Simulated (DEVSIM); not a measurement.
Structure: InP/In0.53Ga0.47As p-n heterojunction, at 300 K.

```tsv
layer (left to right)	material	thickness (μm)	Nd (cm⁻³)	Na (cm⁻³)	τn (s)	τp (s)
1	InP	1.90	-	1.3e16	1.9e-9	1.9e-9
2	In0.53Ga0.47As	1.00	1.5e16	-	1.9e-9	1.9e-9
```

Left contact: ohmic. Right contact: ohmic. Voltage is applied to the left contact. Recombination: SRH at mid-gap, radiative, Auger. Mobility is μmin + (μ − μmin)/(1 + (N/Nref)^α).

This is a model device: material constants are rounded textbook-type values typed into the input, and sizes, dopings and lifetimes were drawn at random. Values at 300 K.

```tsv
parameter	InP	In0.53Ga0.47As
gap (eV)	1.344	0.74
affinity (eV)	4.38	4.51
permittivity	12.5	13.9
Nc (cm⁻³)	5.7e17	2.1e17
Nv (cm⁻³)	1.1e19	7.7e18
μn (cm²/Vs)	5200	12000
μp (cm²/Vs)	170	300
μn,min	400	300
μp,min	10	10
Nref,n	3e17	1.3e17
Nref,p	4.9e17	4.9e17
αn	0.47	0.48
αp	0.62	0.4
B (cm³/s)	1.2e-10	9.6e-11
Cn (cm⁶/s)	9e-31	5e-29
Cp (cm⁶/s)	9e-31	5e-29
```

Model (solved in DEVSIM): 1D drift-diffusion, Boltzmann statistics, complete ionisation; no tunnelling, impact ionisation, image-force lowering or self-heating. Band offsets follow the typed affinities; no thermionic-emission limit at abrupt steps, no polarisation charge.

The doping Nd of layer 2 was swept, all else fixed.

```json
[
 {"doping Nd of layer 2 (cm^-3)": "4.5e14", "potential step across the device at zero bias (V)": "0.881", "largest field in the device at zero bias (V/cm)": "37000", "dark forward voltage at 1 A/cm² (V)": "?", "dark forward voltage at 100 A/cm² (V)": "?"},
 {"doping Nd of layer 2 (cm^-3)": "1.5e15", "potential step across the device at zero bias (V)": "0.912", "largest field in the device at zero bias (V/cm)": "38000", "dark forward voltage at 1 A/cm² (V)": "0.483", "dark forward voltage at 100 A/cm² (V)": "0.854"},
 {"doping Nd of layer 2 (cm^-3)": "4.5e15", "potential step across the device at zero bias (V)": "0.940", "largest field in the device at zero bias (V/cm)": "38000", "dark forward voltage at 1 A/cm² (V)": "0.521", "dark forward voltage at 100 A/cm² (V)": "0.872"},
 {"doping Nd of layer 2 (cm^-3)": "1.5e16", "potential step across the device at zero bias (V)": "0.972", "largest field in the device at zero bias (V/cm)": "44000", "dark forward voltage at 1 A/cm² (V)": "0.586", "dark forward voltage at 100 A/cm² (V)": "0.899"},
 {"doping Nd of layer 2 (cm^-3)": "4.5e16", "potential step across the device at zero bias (V)": "1.000", "largest field in the device at zero bias (V/cm)": "53000", "dark forward voltage at 1 A/cm² (V)": "0.689", "dark forward voltage at 100 A/cm² (V)": "0.933"}
]
```

Problem. What belongs in the gaps?

Solution. 
- 4.5e14, dark forward voltage at 1 A/cm² (V): 0.443
- 4.5e14, dark forward voltage at 100 A/cm² (V): 0.841
